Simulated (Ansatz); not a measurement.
Density of states of LiTaO3 (R3c) above the conduction band minimum, PBEsol, rigid bands in Ansatz (a first-principles code); cell volume 105.0 Å³.

| energy from edge (eV) | 10⁻³ states/eV/cell |
|---|---|
| 0.006 | 297 |
| 0.031 | 570 |
| 0.056 | 1410 |
| 0.081 | 3220 |
| 0.106 | 3380 |
| 0.131 | 3230 |
| 0.156 | 3140 |
| 0.181 | 3090 |
| 0.206 | 3070 |
| 0.231 | 3060 |
| 0.256 | 3060 |
| 0.281 | 3080 |
| 0.319 | 3120 |
| 0.344 | 3290 |
| 0.369 | 3450 |
| 0.394 | 3560 |
| 0.419 | 3670 |
| 0.444 | 3780 |
| 0.469 | 3920 |
| 0.494 | 4130 |
| 0.519 | 4470 |
| 0.544 | 4450 |
| 0.569 | 4410 |
| 0.594 | 4150 |

**Question.** What effective density of states at 300 K does this give (∫ g(E) exp(−E/k_BT) dE, both spins, divided by the cell's size)?

**Answer.** 1.7e20 cm⁻³, a density-of-states mass of 3.6 mₑ, valleys and band degeneracy included.

Spin-orbit coupling is left out; with 5d elements it also splits d-like band edges. Geometry: cell and atoms relaxed with PBEsol.
